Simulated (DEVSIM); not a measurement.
Device: abrupt Si p-n junction, at 300 K.

| layer (left to right) | material | thickness (μm) | Nd (cm⁻³) | Na (cm⁻³) | τn (s) | τp (s) |
|---|---|---|---|---|---|---|
| 1 | Si | 5.20 | - | 1.3e18 | 2.7e-5 | 2.7e-5 |
| 2 | Si | 17.0 | 3.5e15 | - | 2.7e-5 | 2.7e-5 |

Left contact: ohmic. Right contact: ohmic. Voltage is applied to the left contact. Recombination: SRH at mid-gap, radiative. Mobility is μmin + (μ − μmin)/(1 + (N/Nref)^α).

This is a model device: material constants are rounded textbook-type values typed into the input, and sizes, dopings and lifetimes were drawn at random. Values at 300 K.

| parameter | Si |
|---|---|
| gap (eV) | 1.124 |
| affinity (eV) | 4.05 |
| permittivity | 11.7 |
| Nc (cm⁻³) | 2.86e19 |
| Nv (cm⁻³) | 3.1e19 |
| μn (cm²/Vs) | 1417 |
| μp (cm²/Vs) | 470 |
| μn,min | 52 |
| μp,min | 45 |
| Nref,n | 9.7e16 |
| Nref,p | 2.2e17 |
| αn | 0.68 |
| αp | 0.72 |
| B (cm³/s) | 4.7e-15 |

Simulated with DEVSIM: 1D drift-diffusion, Boltzmann statistics, complete ionisation; no tunnelling, impact ionisation, image-force lowering or self-heating.

The thickness of layer 2 was swept, all else fixed.

```
thickness of layer 2 (μm)  dark forward voltage at 100 A/cm² (V)  dark forward voltage at 1 A/cm² (V)
-------------------------  -------------------------------------  -----------------------------------
3.4                                                        0.728                                0.579
5.9                                                   (withheld)                           (withheld)
10                                                         0.774                                0.609
17                                                         0.797                                0.625
29                                                         0.822                                0.640
51                                                         0.850                                0.657
85                                                         0.881                                0.673
```

Fill in the missing entries.


- 5.9, dark forward voltage at 100 A/cm² (V): 0.750
- 5.9, dark forward voltage at 1 A/cm² (V): 0.594
